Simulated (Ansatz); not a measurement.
The reference is Al in the fcc (Cu type) structure (space group Fm-3m, No. 225; a = 3.9937 Å; relaxed with 0.1 eV smearing). Axes: x, y, z lie along the cube axes.

All numbers come from Ansatz (a quantum-chemistry and plane-wave program) r2SCAN, no spin-orbit coupling.

The change: the cell is stretched by 2.00 % along z with no lateral relaxation; the atoms relax in the strained cell.

Problem. Predict the stress tensor and what it implies for the stiffness.

Solution. Stress of the strained cell less that of the base (GPa, compression positive):
```
   -1.3     0.0     0.0
    0.0    -1.3     0.0
    0.0     0.0    -2.5
```

Then −Δσ_ii/ε with ε = 0.0200 gives secant stiffness values (nonlinear terms included at this strain): C33 ≈ 124 GPa, C13 ≈ 67 GPa and C23 ≈ 67 GPa.

Whether these cells are dynamically stable was not tested.
